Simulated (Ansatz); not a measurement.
# ZnSiP2 under a change: pressure 7 GPa

Start from ZnSiP2 in the chalcopyrite structure (space group I-42d, No. 122; a = 5.4187 Å, c = 10.5394 Å).

Perturbation: cell and atoms relaxed at a pressure of 7 GPa.

Calculations: Ansatz (a first-principles code), PBE, PAW, cutoff 420 eV, scalar-relativistic without spin-orbit coupling. k-mesh 9×9×9 (Γ-centred); smearing 0.05 eV (Fermi–Dirac).

The volume per atom drops by 1.32 Å³ (19.34 Å³ → 18.02 Å³) and the lattice parameter a decreases by 0.128 Å (5.419 Å → 5.291 Å). The c/a ratio stays essentially unchanged (1.945 against 1.947) and the shortest interatomic distance shrinks by 0.0464 Å, from 2.272 Å to 2.225 Å. The band gap falls by 0.17 eV (1.36 eV → 1.19 eV) and the gap character is still direct at Γ. The mean gap deformation potential ΔEg/Δln V comes out as +2.4 eV and the width of the top valence band grows by 0.15 eV, from 1.19 eV to 1.34 eV. The electron mass goes from 1.5 mₑ along c, 0.26 mₑ across (at Γ) to 1.4 mₑ along c, 0.25 mₑ across (at Γ) and the hole mass goes from 0.16 mₑ along c, 0.40 mₑ across (at Γ) to 0.19 mₑ along c, 0.36 mₑ across (at Γ). The valence-band top at Γ (three highest levels, from the VBM) stays 0.00, -0.13, -0.13 eV.

Load acts through the strain it causes; cell and atoms are relaxed under it. Masses are band curvatures over ±0.01 Å⁻¹ around the edge. Stability against distortions was not tested. Competing high-pressure phases were not computed.
